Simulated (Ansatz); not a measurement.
# Sb, pressure series

The parent structure is Sb in the A7 type structure (space group R-3m, No. 166; a = 4.3279 Å, c = 11.3443 Å (hexagonal axes); layered).

Cell and atoms are relaxed at each pressure.

The values are results of plane-wave PAW DFT at the r2SCAN+rVV10 level (Ansatz, an electronic-structure program, 500 eV), scalar-relativistic without spin-orbit coupling, not measurements.

```
variant              density  c/a ratio  shortest interatomic distance
----------------  ----------  ---------  -----------------------------
base              6.59 g/cm³      2.621                        2.920 Å
pressure −2 GPa   6.10 g/cm³      2.770                        2.932 Å
pressure −1 GPa   6.39 g/cm³      2.671                        2.926 Å
pressure 0.3 GPa  6.65 g/cm³      2.611                        2.918 Å
pressure 0.7 GPa  6.71 g/cm³      2.598                        2.915 Å
pressure 1.5 GPa  6.84 g/cm³      2.575                        2.910 Å
pressure 3 GPa    7.05 g/cm³      2.541                        2.902 Å
pressure 5 GPa    7.29 g/cm³      2.513                        2.894 Å
pressure 7.5 GPa  7.58 g/cm³      2.488                        2.892 Å
pressure 10 GPa   7.85 g/cm³      2.437                        2.920 Å
```

Load acts through the strain it causes; cell and atoms are relaxed under it. Stability against distortions was not tested. Competing high-pressure phases were not computed.
